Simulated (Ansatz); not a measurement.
For SiO2 (Cmc2₁, No. 36, 36 atoms in the cell; start mp-556218; a measured phase of this formula has another space group), LDA (Ansatz, a quantum-chemistry and plane-wave program, PAW) gives:

| Property | Value |
|---|---|
| cohesive energy | 7.41 eV/atom |
| band gap | 5.69 eV |

### Question
What does r²SCAN (Ansatz, PAW) give for the same quantities?

### Answer

- cohesive energy: 6.46 eV/atom (shrinks by 0.95 eV/atom)
- band gap: 6.48 eV (increases by 0.79 eV)

Changes are worked out from the printed values.

Unless a cell is named, each level is at its own relaxed cell.

Density-functional gaps are differences of (generalised) Kohn–Sham levels.

Caveats: the relaxation could not lower the start's symmetry, so the cell can be a saddle point above a distorted one (LDA, r²SCAN). Ansatz's density-functional and Hartree–Fock values are scalar-relativistic unless marked +SOC, with PAW data made under PBE.

A start named mp-… is a Materials Project structure, which need not be a measured phase.
